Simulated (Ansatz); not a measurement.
Structures of equal composition on the (111) surface of fcc Rh: a layer of Nb in place of the second plane; a layer of Nb in place of the third plane. The slabs share one bottom face, and each structure is named by its start. These are constructed structures in small cells; real faces may alloy, dewet or reconstruct in larger ones, and not all known structures of the face are among them. Slabs of about 11 Å, Fermi-Dirac smearing of 0.1 eV. Bottom of the slabs: a bare face, its two planes held. Relaxed from the named starts with such symmetry as they have, on meshes of like density; energies extrapolated to zero smearing; spin only where a row says so; no spin-orbit coupling, no U. Brackets mark spin-polarised runs, whose order is one that fits the cell.

All values below come from PBE (plane waves to 420 eV, PAW; Ansatz, a quantum-chemistry and plane-wave program).

Put the candidates in order of energy per 1x1 cell, lowest first, for PBE.

a layer of Nb in place of the second plane (0.000 eV), a layer of Nb in place of the third plane (0.518 eV)
